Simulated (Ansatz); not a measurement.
Response to strain in Zr

The parent structure is Zr in the hcp (Mg type) structure (space group P6_3/mmc, No. 194; a = 3.244 Å, c = 5.158 Å; relaxed with 0.1 eV smearing). Axes: x lies along a and z along c of the hexagonal cell.

Strains are applied to the cell and any free atomic positions relax; under biaxial strain the out-of-plane vector relaxes too.

Method: r2SCAN, PAW, 500 eV (Ansatz, a first-principles code; spin-orbit coupling left out).

Notes on the quantities. pressure: mean of the normal stresses, compression positive.

```json
[
 {"change": "base", "pressure": "0.0 GPa", "out-of-plane strain": "–"},
 {"change": "biaxial strain +0.50 %, plane normal [001], relaxed out of plane", "pressure": "-0.6 GPa", "out-of-plane strain": "-0.36 %"},
 {"change": "biaxial strain +1.00 %, plane normal [001], relaxed out of plane", "pressure": "-1.1 GPa", "out-of-plane strain": "?"},
 {"change": "biaxial strain +1.50 %, plane normal [001], relaxed out of plane", "pressure": "-1.7 GPa", "out-of-plane strain": "-1.08 %"},
 {"change": "biaxial strain +2.00 %, plane normal [001], relaxed out of plane", "pressure": "-2.2 GPa", "out-of-plane strain": "-1.42 %"},
 {"change": "biaxial strain +2.50 %, plane normal [001], relaxed out of plane", "pressure": "?", "out-of-plane strain": "-1.77 %"}
]
```

Q: What belongs in the blanks?

A: 
- biaxial strain +1.00 %, plane normal [001], relaxed out of plane, out-of-plane strain: -0.72 %
- biaxial strain +2.50 %, plane normal [001], relaxed out of plane, pressure: -2.7 GPa

Whether these cells are dynamically stable was not tested. The final runs are not spin-polarised.
